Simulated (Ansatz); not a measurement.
Base system: Mg$_{2}$Ge in the anti-fluorite structure (space group Fm-3m, No. 225; a = 6.421 Å).

All numbers come from PBE (Ansatz, an electronic-structure program, PAW, scalar-relativistic without spin-orbit coupling).

For the base:

```
Property                Value
-------------------  --------
Pressure             0.00 GPa
Smallest direct gap   0.95 eV
```

The change: every lattice vector is shortened by 0.50 %; the atoms relax in the strained cell.

Question: What happens to the pressure and smallest direct gap?

Answer: The pressure goes from zero to 0.77 GPa; the smallest direct gap increases by 0.08 eV to 1.03 eV.

Whether these cells are dynamically stable was not tested. The zero or small gap of Mg2Ge can change with the level of theory.
